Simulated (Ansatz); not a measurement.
Computed paths: Zr vacancy in monoclinic ZrO2 with all lengths changed by -1 %, charge state -4

Consider Zr vacancy in monoclinic ZrO2 with all lengths changed by -1 %, charge state -4. These are PBE, PAW (plane waves to 420 eV; Ansatz, a first-principles code) values and carry that method's errors.

Cell of 96 host sites held at the strained lattice (strain from the relaxed PBE one, atoms relaxed); the Γ point alone; Fermi-Dirac width 0.01 eV, spin-restricted; finite-size errors left in. Static, classical nuclei. The charge state is imposed; whether it is stable for some Fermi level was not computed. Forms of the defect that were not tried may lie lower.

Barriers: single points on a 2×2×2 k-point mesh shifted by half a step at the bands' geometries.

| Route | Start site over the lowest site run (eV) | Hop (Å) | Forward barrier (eV) | Backward barrier (eV) | Neighbours at the start | Neighbours at the saddle | Saddle order | Forward, on the band's own sampling (eV) |
|---|---|---|---|---|---|---|---|---|
| a nearby Zr atom hops onto the vacant site | 0.00 | 2.97 | 1.95 | 1.95 | O at 1.95, O at 2.00, O at 2.07, O at 2.25, O at 2.28, O at 2.34, O at 2.40 Å | O at 1.87, O at 1.95, O at 2.01, O at 2.34 Å | not checked | 1.95 |

Paths come from CI-NEB runs.   A further band (a nearby Zr atom hops onto the vacant site, 3.25 Å) gave 2.59 eV forward on its own sampling, 2.59 eV above the lowest site run, but a shoulder points to a second hump between its images, so it is not taken as a result. A further band (a nearby Zr atom hops onto the vacant site, 3.99 Å) gave 2.84 eV forward on its own sampling, 2.84 eV above the lowest site run, but a shoulder points to a second hump between its images, so it is not taken as a result.
